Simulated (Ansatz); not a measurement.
Here is the system:

End structure of a constructed model of the (111) surface of fcc Au, a pseudomorphic layer of Re in the host's stacking (bottom of the slab: a bare face, its two planes held):

```xyz
7
Lattice="2.9396 0.0000 0.0000 -1.4698 2.5458 0.0000 0.0000 0.0000 30.5000" Properties=species:S:1:pos:R:3 pbc="T T T"
Au     0.0000     1.6972     8.0188
Au     1.4698     0.8486    10.4189
Au     0.0000     0.0000    12.8127
Au     0.0000     1.6972    15.2215
Au     1.4698     0.8486    17.6371
Au     0.0000     0.0000    20.0408
Re     0.0000     1.6972    22.2450
```

Slab: 7 atoms, 14.5 Å thick at the start; k 15x15x1, smearing 0.1 eV, dipole-corrected; single point; on the structure that PBE left under its start's symmetry; no spin, no spin-orbit, no U. In PBE it is, or lies within 0.01 eV a 1x1 cell of, the lowest of the 2 structures of its composition computed so far; larger cells were not tried.

**Question.** What is the computed work function of the top face (r2SCAN, at the PBE geometry run with Ansatz, a first-principles code)?

**Answer.** 5.73 eV
